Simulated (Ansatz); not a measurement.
B–B bond length (Å) in related cells

A. TiB2 (P6/mmm)
B. ZrB2 (P6/mmm)

Computed with Ansatz (plane waves, PAW), its PAW set soft_1. Each column's cells are at rest at that level. No structure search was made; lower ones may exist. Atoms count as bonded under 1.18 times the sum of their covalent radii (1.35 for H and a metal); two metal atoms count in their first shell alone, and not where both have two or more other neighbours (but for close pairs of Ga, In, Hg or Tl). Mean, with the range where bonds differ.

```json
[
 {"system": "A", "PBE": "1.750", "r2SCAN (own geometry)": "1.746"},
 {"system": "B", "PBE": "1.831", "r2SCAN (own geometry)": "1.829"}
]
```

With PBE the value of B exceeds that of A by 0.081 Å. With r2SCAN (own geometry) the value of B exceeds that of A by 0.083 Å.

Ansatz is a quantum-chemistry and plane-wave program.
